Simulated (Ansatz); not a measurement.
Input and output of a relaxation of the atoms for Zn7Mo (I4mm, 8 atoms in the cell) (Ansatz, an electronic-structure program).

Method of the run: LDA (PW92), default PAW files made with PBE (plane waves; Ansatz).

The change in words: one atom moved by 0.15 angstrom; relax: default → atoms; relax.f_tol: default → 0.2 eV/Å. Reference geometry:
```xyz
8
Lattice="0.0000 3.8731 3.8731 3.8731 0.0000 3.8731 3.8731 3.8731 0.0000" Properties=species:S:1:pos:R:3 pbc="T T T"
Zn     1.9365     1.9365     0.0000
Zn     1.9365     1.9365     3.8731
Zn     0.0000     1.9365     1.9365
Zn     3.8731     1.9365     1.9365
Zn     1.9365     0.0000     1.9365
Zn     1.9365     3.8731     1.9365
Zn     3.8731     3.8731     3.8731
Mo     0.0000     0.0000     0.0000
```

Reference input (self-consistent single point, DFT, LDA (PW92), plane waves, default PAW files made with PBE): basis.ecutwfc = 420 eV; kpoints.mp_grid.grid = 8 8 8; hamiltonian.xc = lda; hamiltonian.pseudopotentials = {kind: paw} (the program's default PAW files); scf.occupations.method = fermi_dirac; scf.occupations.width = 0.1 eV. This run's input differs from it in these lines:

```diff
@@ -13,3 +13,3 @@
     - { symbol: Zn, position_ang: [1.936549, 3.873099, 1.936549] }
-    - { symbol: Zn, position_ang: [3.873099, 3.873099, 3.873099] }
+    - { symbol: Zn, position_ang: [3.873099, 3.873099, 4.023096] }
     - { symbol: Mo, position_ang: [0.000000, 0.000000, 0.000000] }
@@ -24,2 +24,4 @@
   occupations: { method: fermi_dirac, width: 0.1 }
+relax:
+  f_tol: 0.2
 output:
```

Output (repeated stretches shortened):

```
   [... SCF lines of the steps left out ...]
relax step   1: F+E_penalty+E_count = -27566.63263573 eV  Δ(F+E_penalty+E_count) = +0.000e0 eV  max|allowed force component| = 3.585e-1 eV/Å  Δτ_max = 0.0000 Å  (7 SCF iters, dr2 threshold 1.00e-4 eV, accepted)
relax step   2: F+E_penalty+E_count = -27566.65007528 eV  Δ(F+E_penalty+E_count) = -1.744e-2 eV  max|allowed force component| = 2.006e-1 eV/Å  Δτ_max = 0.0202 Å  (6 SCF iters, accepted)
relax step   3: F+E_penalty+E_count = -27566.65699361 eV  Δ(F+E_penalty+E_count) = -6.918e-3 eV  max|allowed force component| = 3.299e-2 eV/Å  Δτ_max = 0.0313 Å  (6 SCF iters, accepted)
the relaxation is at rest under the 8 symmetry operations that the run kept from its start: a minimum is not shown …
Free energy (F): -27566.656994 eV
Internal energy: -27566.577352 eV  (E = F + TS)
E sigma→0 (E₀):  -27566.617173 eV
Entropy (-TS):   -0.079641 eV (-9.955 meV/atom)
Fermi energy:    12.376606 eV
--- Forces (eV/Å), atoms counted from 1 ---
  atom   1  Zn    -0.00000000     0.00000000     0.00867023
  atom   2  Zn    -0.00000000    -0.00000000     0.00867023
  atom   3  Zn     0.00000000     0.00891226     0.00083546
  atom   4  Zn     0.00000000    -0.00891226     0.00083546
  atom   5  Zn     0.00891226     0.00000000     0.00083546
   [... lines left out ...]
    - { symbol: Zn, position: [0.005515091073454992, 0.4985736152940254, -0.005515091073454992] }
    - { symbol: Zn, position: [0.49857361529402533, 0.005515091073455047, 0.5014263847059747] }
    - { symbol: Zn, position: [0.5127165382893535, 0.5127165382893535, 0.4872834617106465] }
    - { symbol: Mo, position: [-0.0021209575174314147, -0.0021209575174314147, 0.0021209575174314112] }
```

The run converged. 

Summary of the result:
```
Property                                                  Value
-----------------------------------------------  --------------
Free energy E − TS (on the zero of these files)  -27566.6570 eV
Fermi level (on the code's own zero)                   12.38 eV
Pressure                                              -7.44 GPa
Largest force (vector length)                        0.033 eV/Å
Relaxation steps                                              3
```

The starting cell comes from a database of computed structures (which also holds hypothetical and non-ambient phases and stackings), without a prior relaxation at this level. Its lattice was rescaled by up to half a per cent. For this run, on top of that: one atom moved by 0.15 angstrom. Spin polarisation is off. The relaxation keeps the symmetry of its start, so its end need not be a minimum. Ansatz's pressure includes its estimate of the finite-basis (Pulay) stress.

Cost on one core of a shared machine: roughly 2 min.

Keys are those of Ansatz 0.2.
